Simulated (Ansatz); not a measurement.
The starting structures come from a database of crystals and need not be the phases stable at ambient conditions.

Evanescent states of SbRhSe (P2_13, 12 atoms a cell, 20.5 Å³ an atom, -2 GPa at this level) along the normal of (001)

The numbers are results of r2SCAN (plane waves, PAW; Ansatz, a first-principles code), not measurements.

The gap is the functional's own. No spin-orbit coupling. Mid-gap values are those at the computed energy nearest the middle.

Energies count from the valence-band top; κ is the least over a 6×6 mesh across the current.

```
E (eV)     κ (1/Å)  where
------  ----------  -----
0.03         0.025  off Γ
0.09         0.070  off Γ
0.15         0.092  off Γ
0.21    (withheld)  off Γ
0.27    (withheld)  off Γ
0.33    (withheld)  off Γ
0.39    (withheld)  off Γ
0.45    (withheld)  off Γ
0.51    (withheld)  off Γ
0.57    (withheld)  off Γ
0.63    (withheld)  off Γ
0.69         0.109  off Γ
0.75         0.094  off Γ
0.81         0.074  off Γ
```

Complete the blanks.


- 0.21, κ (1/Å): 0.108
- 0.27, κ (1/Å): 0.121
- 0.33, κ (1/Å): 0.130
- 0.39, κ (1/Å): 0.138
- 0.45, κ (1/Å): 0.143
- 0.51, κ (1/Å): 0.138
- 0.57, κ (1/Å): 0.130
- 0.63, κ (1/Å): 0.121
